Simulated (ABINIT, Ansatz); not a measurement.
An Ansatz (an electronic-structure program) input for a self-consistent single point of MgH2 (P4_2/mnm, 6 atoms in the cell) (DFT, PBE, plane waves, default PAW files):

Ansatz 0.2 input:
```yaml
crystal:
  lattice:
    - [4.441557, 0.000000, 0.000000]
    - [0.000000, 4.441557, 0.000000]
    - [0.000000, 0.000000, 2.969054]
  atoms:
    - { symbol: Mg, position: [0.500000, 0.500000, 0.500000] }
    - { symbol: Mg, position: [0.000000, 0.000000, 0.000000] }
    - { symbol: H, position: [0.695570, 0.695570, 0.000000] }
    - { symbol: H, position: [0.304430, 0.304430, 0.000000] }
    - { symbol: H, position: [0.804430, 0.195570, 0.500000] }
    - { symbol: H, position: [0.195570, 0.804430, 0.500000] }
basis:
  ecutwfc: 420.0 eV
kpoints:
  mp_grid:
    grid: [6, 6, 9]
hamiltonian:
  xc: pbe
  pseudopotentials:
    kind: paw
scf:
  occupations:
    method: fixed
output:
  forces: true
  eigenvalues: true
  stress: true
```

### Question
Write the same calculation as an input for ABINIT.

### Answer
This is the input that was run; spellings and numerical settings could be chosen otherwise.

```
# MgH2, JTH v2.0 PBE PAW
pp_dirpath "./"
pseudos "Mg.GGA_PBE-JTH.xml, H.GGA_PBE-JTH.xml"
acell 3*1.0 Angstrom
rprim
         4.4415570000    0.0000000000    0.0000000000
         0.0000000000    4.4415570000    0.0000000000
         0.0000000000    0.0000000000    2.9690540000
natom 6
ntypat 2
znucl 12 1
typat 1 1 2 2 2 2
xred
         0.5000000000    0.5000000000    0.5000000000
         0.0000000000    0.0000000000    0.0000000000
         0.6955700000    0.6955700000    0.0000000000
         0.3044300000    0.3044300000    0.0000000000
         0.8044300000    0.1955700000    0.5000000000
         0.1955700000    0.8044300000    0.5000000000
ecut 30
pawecutdg 60
pawxcdev 0
ixc 11
occopt 1
nband 14
kptopt 1
ngkpt 6 6 9
nshiftk 1
shiftk 0 0 0
nstep 100
toldfe 1.0e-09
diemac 9
prtwf 0
prtden 0
prtvol 1
enunit 1
```

Basis settings and potentials, where a program has them, do not carry over. This input uses DFT, PBE, plane waves, PAW (JTH v2.0 PBE PAW). Both were run: pressure 2.53 GPa in Ansatz and 2.71 in ABINIT; largest force 0.015 eV/Å in Ansatz and 0.017 in ABINIT; gap on the mesh 3.994 eV in Ansatz and 3.991 in ABINIT. Ansatz's pressure is the one without its finite-basis correction.

On ABINIT: the starting cell comes from a database of computed structures (which also holds hypothetical and non-ambient phases and stackings), without a prior relaxation at this level. Its lattice was rescaled by a random factor within 2.5 % of one. For this run, on top of that: lattice scaled by 0.98.

On Ansatz: the starting cell comes from a database of computed structures (which also holds hypothetical and non-ambient phases and stackings), without a prior relaxation at this level. Its lattice was rescaled by a random factor within 2.5 % of one. For this run, on top of that: lattice scaled by 0.98.
